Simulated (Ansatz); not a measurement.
# SiSe2: pressure series

The reference is SiSe2 (space group Ibam, No. 72; a = 6.615 Å, b = 11.269 Å, c = 5.933 Å; made of chains).

Cell and atoms are relaxed at each pressure.

Method: PBE (Ansatz, a quantum-chemistry and plane-wave program), no spin-orbit coupling.

Two rows of this table had their results exchanged by mistake.

```tsv
pressure	volume per atom (Å³)	shortest distance (Å)	band gap
pressure 0.3 GPa	27.83	2.295	1.58 eV
pressure 0.7 GPa	30.16	2.299	1.81 eV
pressure 1.5 GPa	32.42	2.300	2.00 eV
pressure 3 GPa	25.53	2.290	1.34 eV
pressure 5 GPa	23.74	2.283	1.16 eV
pressure 7.5 GPa	22.28	2.276	0.99 eV
pressure 10 GPa	21.22	2.269	0.79 eV
```

Task: Which two?

Result: The rows for pressure 0.3 GPa and pressure 1.5 GPa: the volume has to fall steadily with pressure, so 32.42 Å³ belongs to pressure 0.3 GPa and 27.83 Å³ to pressure 1.5 GPa.

Load acts through the strain it causes; cell and atoms are relaxed under it. No phonon test of stability was made. Competing high-pressure phases were not computed. No dispersion term is included, though the crystal is made of layers, chains or molecules, so its spacings can come out too wide.
